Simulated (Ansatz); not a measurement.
A computed series for TiSi2: pressure series

Start from TiSi2 (space group Fddd, No. 70; a = 4.8062 Å, b = 8.2647 Å, c = 8.5654 Å).

Cell and atoms are relaxed at each pressure.

Levels (all Ansatz, a program for electronic structure, PAW): PBE (420 eV, without spin-orbit coupling); r2SCAN (500 eV, no SOC).

The base cell above is that of PBE; each level relaxes its own structures.

```tsv
case	volume per atom, PBE	volume per atom, r2SCAN
pressure −2 GPa	14.39 Å³	14.16 Å³
pressure −1 GPa	14.28 Å³	14.06 Å³
pressure 0.9 GPa	14.09 Å³	13.88 Å³
pressure 2.1 GPa	13.97 Å³	13.77 Å³
pressure 4.5 GPa	13.76 Å³	13.57 Å³
pressure 9 GPa	13.39 Å³	13.22 Å³
pressure 15 GPa	12.98 Å³	12.83 Å³
pressure 22.5 GPa	12.53 Å³	12.41 Å³
pressure 30 GPa	12.16 Å³	12.04 Å³
```

PBE lies above r2SCAN in every row, by 0.11 Å³ to 0.23 Å³. They put the cases in the same order.

Load acts through the strain it causes; cell and atoms are relaxed under it. No phonon test of stability was made. Competing high-pressure phases were not computed. The final runs are not spin-polarised.
